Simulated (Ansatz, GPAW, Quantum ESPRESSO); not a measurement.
# One structure in several programs: HfGa3 (I4/mmm, 4 atoms in the cell)

Self-consistent single point, at a second geometry (lattice scaled by 0.98). First geometry:

```
CELL_PARAMETERS angstrom
     -1.90136     1.90136     4.43784
      1.90136    -1.90136     4.43784
      1.90136     1.90136    -4.43784
ATOMIC_POSITIONS crystal
  Hf 0.00000 0.00000 0.00000
  Ga 0.50000 0.50000 0.00000
  Ga 0.75000 0.25000 0.50000
  Ga 0.25000 0.75000 0.50000
```

Shared settings, as Ansatz (a quantum-chemistry and plane-wave program) writes them: kpoints.mp_grid.grid = 8 8 8; scf.occupations.method = gaussian; scf.occupations.width = 0.0147 Ry. Potentials and cutoffs stand in the table.

| code | model | ΔF from the first geometry (meV/atom) | pressure (GPa) | cutoff |
|---|---|---|---|---|
| Ansatz | PBEsol, PAW files made with PBE | 47.1 | 12.69 | default |
| GPAW | PBEsol, GPAW PAW datasets PBEsol (made by gpaw-setup) | 56.6 | 14.71 | 550 eV |
| Quantum ESPRESSO | PBEsol, PseudoDojo standard norm-conserving (PBESOL) pseudopotentials | 50.4 | 13.32 | 80 Ry |

On Ansatz's run: spin-orbit coupling is off.

The spread over the programs that give each value: ΔF from the first geometry within 9.5 meV/atom; pressure within 2.02 GPa.

Ansatz's pressure is given at a fixed set of plane waves, as the other plane-wave codes print theirs; with its correction for the finite basis it is 12.75 GPa. In the pressure, GPAW (by 1.39) lies more than 1 GPa from the median of the plane-wave programs.

The starting cell comes from a database of computed structures (which also holds hypothetical and non-ambient phases and stackings), without a prior relaxation at this level. Its lattice was rescaled by a random factor within 2.5 % of one. For this run, on top of that: lattice scaled by 0.98.

Left out of this page: Elk (not drawn, or without a comparable value); FLEUR (with a known weakness of the program); SIESTA (unsound by tests on forces, stress, charge or solver warnings).

Keys are those of Ansatz 0.2.
